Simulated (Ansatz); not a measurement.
Faces of tetragonal HfO2 (a metastable polymorph) in 1x1 cells, as slabs relaxed from ideal cuts; for each face the lowest of the symmetric, stoichiometric cuts and spin starts that were computed. The slabs keep the symmetry of their cuts; real faces may buckle, or reconstruct in larger cells. No spin-orbit coupling, no Hubbard U.

All values below come from PBE (plane waves to 420 eV, PAW; Ansatz, a program for electronic structure).

| face | cell area (Å²) | outermost plane spacing of the ideal cut (Å) | γ unrelaxed (J/m²) | γ relaxed (J/m²) | ionisation potential, top face (eV) |
|---|---|---|---|---|---|
| (001) | 12.99 | 1.02 | 1.24 | (withheld) | (withheld) |
| (100) (2 Hf–O bonds broke) | 18.97 | 1.80 | 2.15 | 1.22 | 6.73 |
| (101) | 23.00 | 0.34 | 1.26 | 1.11 | 7.45 |
| (111) (2 Hf–O bonds broke) | 29.81 | 0.44 | 3.22 | 1.20 | (withheld) |

Task: Complete the blanks.

Result: 
- (001), γ relaxed (J/m²): 1.10
- (001), ionisation potential, top face (eV): 7.66
- (111) (2 Hf–O bonds broke), ionisation potential, top face (eV): 6.88
